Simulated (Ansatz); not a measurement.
## Refining one setting for MgI₂ (P-3m1, 3 atoms in the cell)

```
MgI2
1.0
    4.19484     0.00000     0.00000
   -2.09742     3.63284     0.00000
    0.00000     0.00000     7.10431
Mg I
1 2
Direct
  0.00000   0.00000   0.00000
  0.33333   0.66667   0.23408
  0.66667   0.33333   0.76592
```

Level of theory: PBE0, default PAW files made with PBE (plane waves; Ansatz, a first-principles code).

The starting cell comes from a database of computed structures (which also holds hypothetical and non-ambient phases and stackings), without a prior relaxation at this level. Its lattice was rescaled by a random factor within 2.5 % of one. Spin-orbit coupling is off. Ansatz's pressure includes its estimate of the finite-basis (Pulay) stress. Another mesh or the band path of this cell gives a smaller gap, so this value is not converged in the mesh.

Held fixed: basis.ecutwfc = 420 eV; hamiltonian.xc = pbe0; hamiltonian.pseudopotentials = {kind: paw} (the program's default PAW files); scf.occupations.method = fixed.

ΔF is the free energy per atom less that of the last row (6 6 3).

```csv
kpoints.mp_grid.grid,ΔF (meV/atom),pressure (GPa),largest force (eV/Å),gap on the mesh (eV),k-points,iterations
2 2 1,250.2,1.88,0.160,5.352,2,18
3 3 2,36.5,0.26,0.116,5.454,6,15
4 4 2,5.7,-0.11,0.096,5.306,8,16
5 5 3,0.86,-0.19,0.092,5.373,12,16
6 6 3,0.00,-0.20,0.091,5.277,17,16
```

Energy within 2 meV/atom of the last row: from kpoints.mp_grid.grid = 5 5 3 on; the one before it is off by 5.7 meV/atom. Only the last setting checks this, so the series should go further.

Pressure within 1 GPa of the last row: from kpoints.mp_grid.grid = 3 3 2 on; the one before it is off by 2.1 GPa. The value it settles on is -0.2 GPa at this level of theory and with the other settings as held.

Gaps are taken between levels on the mesh.

Keys are those of Ansatz 0.2.
